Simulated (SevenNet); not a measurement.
# NiAs-type NiSb

All values below come from the machine-learned potential SevenNet-l3i5 (trained on PBE and PBE+U data).

Cell (relaxed at this level):

Space group P6₃/mmc (No. 194); a = b = 3.9721 Å, c = 5.1279 Å, α = β = 90.00°, γ = 120.00°

```
atom  site  symmetry       x       y       z
----  ----  --------  ------  ------  ------
Ni      2a      -3m.  0.0000  0.0000  0.0000
Sb      2c      -6m2  0.3333  0.6667  0.2500
```

* **equilibrium lattice constant a**: 3.972 Å
* **c axis length**: 5.128 Å

Measured, for comparison: lattice constant a 3.946 Å, lattice parameter c 5.148 Å (temperature not stated, no zero-point or thermal correction; as tabulated in Wikipedia's data pages). Computed (rounded) less measured: lattice constant a +0.7 %, lattice parameter c -0.4 %. A static lattice is as a rule a little smaller and stiffer than an uncorrected measurement, which narrows the difference in the lattice parameter c and would widen misses of the other sign.

A machine-learned potential is trained on density-functional data: it inherits that level's misses and adds fitting errors of its own.
